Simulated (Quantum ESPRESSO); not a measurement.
Worked example: self-consistent single point of MnAgO₂ (P1, 4 atoms in the cell) in Quantum ESPRESSO.

Level of theory: PBEsol, GBRV 1.5 ultrasoft (PBESOL) pseudopotentials (plane waves; Quantum ESPRESSO).

The change in words: atoms moved at random. Reference geometry:
```yaml
crystal:
  lattice:
    - [2.78319, -1.45639, 0.00000]
    - [2.78319, 1.45639, 0.00000]
    - [-1.31685, 0.00000, 6.23195]
  atoms:
    - { symbol: Mn, position: [0.50000, 0.50000, 0.50000], spin: 4.0 }
    - { symbol: Ag, position: [0.00000, 0.00000, 0.00000] }
    - { symbol: O, position: [0.10099, 0.10099, 0.33562] }
    - { symbol: O, position: [0.89901, 0.89901, 0.66438] }
```
(The spins are starting values, not results.)

Reference input (self-consistent single point, DFT, PBEsol, plane waves, GBRV 1.5 ultrasoft (PBESOL) pseudopotentials): ecutwfc = 50 Ry; ecutrho = 400 Ry; occupations = smearing; smearing = fd; degauss = 0.0036749 Ry; nspin = 2; K_POINTS = automatic 7 7 3 0 0 0; conv_thr = 1e-10 Ry; mixing_beta = 0.5. This run's input differs from it in these lines:

```diff
@@ -29,6 +29,6 @@
 ATOMIC_POSITIONS {angstrom}
-Mn    2.12477150    0.00000000    3.11597600
-Ag    0.00000000    0.00000000    0.00000000
-O     0.12019001    0.00000000    2.09156773
-O     4.12935299    0.00000000    4.14038427
+Mn    2.10296700    0.01492795    3.15012086
+Ag    0.02781536    0.05402315   -0.01704439
+O     0.10466732   -0.04068994    2.08941147
+O     4.13886892   -0.02825970    4.12543382
 K_POINTS {automatic}
```

Output, abridged:

```
     Self-consistent Calculation

     iteration #  1     ecut=    50.00 Ry     beta= 0.50

     total energy              =    -569.69853563 Ry
     estimated scf accuracy    <       3.08214784 Ry

     total magnetization       =     3.89 Bohr mag/cell
     absolute magnetization    =     3.95 Bohr mag/cell

     iteration #  2     ecut=    50.00 Ry     beta= 0.50

     total energy              =    -570.25923436 Ry
     estimated scf accuracy    <       4.48509037 Ry

     total magnetization       =     2.73 Bohr mag/cell
     absolute magnetization    =     2.89 Bohr mag/cell

     iteration #  3     ecut=    50.00 Ry     beta= 0.50

   [... lines left out ...]

     iteration # 14     ecut=    50.00 Ry     beta= 0.50

     total energy              =    -571.11321402 Ry
     estimated scf accuracy    <          3.1E-10 Ry

     total magnetization       =     3.97 Bohr mag/cell
     absolute magnetization    =     4.02 Bohr mag/cell

     iteration # 15     ecut=    50.00 Ry     beta= 0.50

     Magnetic moment per site  (integrated on atomic sphere of radius R)
     atom   1 (R=0.246)  charge= 11.6904  magn=  3.1188
     atom   2 (R=0.275)  charge= 15.4668  magn=  0.0157
     atom   3 (R=0.246)  charge=  5.1241  magn=  0.0601
     atom   4 (R=0.246)  charge=  5.1601  magn=  0.0696
     End of self-consistent calculation

     Number of k-points >= 100: set verbosity='high' to print the bands.

     the Fermi energy is    12.0833 ev

!    total energy              =    -571.11321402 Ry
     estimated scf accuracy    <          4.8E-11 Ry
     smearing contrib. (-TS)   =      -0.00024516 Ry
     internal energy E=F+TS    =    -571.11296886 Ry

     total magnetization       =     3.97 Bohr mag/cell
     absolute magnetization    =     4.02 Bohr mag/cell

     convergence has been achieved in  15 iterations

     Forces acting on atoms (cartesian axes, Ry/au):

     atom    1 type  1   force =     0.01652911   -0.02706045   -0.03936564
     atom    2 type  2   force =    -0.00168139   -0.00640420    0.01176578
     atom    3 type  3   force =    -0.00462621    0.01580489    0.01284741
   [... lines left out ...]

     Total force =     0.061706     Total SCF correction =     0.000017

          total   stress  (Ry/bohr**3)                   (kbar)     P=      -35.52
  -0.00019960  -0.00001797  -0.00002811          -29.36       -2.64       -4.14
  -0.00001797  -0.00025674   0.00001021           -2.64      -37.77        1.50
  -0.00002811   0.00001021  -0.00026794           -4.14        1.50      -39.42

   JOB DONE.
```

The run converged in 15 iterations. Against the reference run the free energy goes up by 12.5 meV/atom, the pressure goes from -4.37 to -3.55 GPa, the largest force goes from 0.209 to 1.300 eV/Å and the size of the net moment stays at 0.99 μB/atom.

The starting cell comes from a database of computed structures (which also holds hypothetical and non-ambient phases and stackings), without a prior relaxation at this level. Its lattice was rescaled by a random factor within 2.5 % of one. For this run, on top of that: atoms moved at random. With one magnetic atom in the cell only a parallel order is possible. With a pressure of about -4 GPa the cell is away from its equilibrium volume at this level. Forces in this geometry exceed 1 eV/Å.

Cost on one core of a shared machine: roughly 2 min.
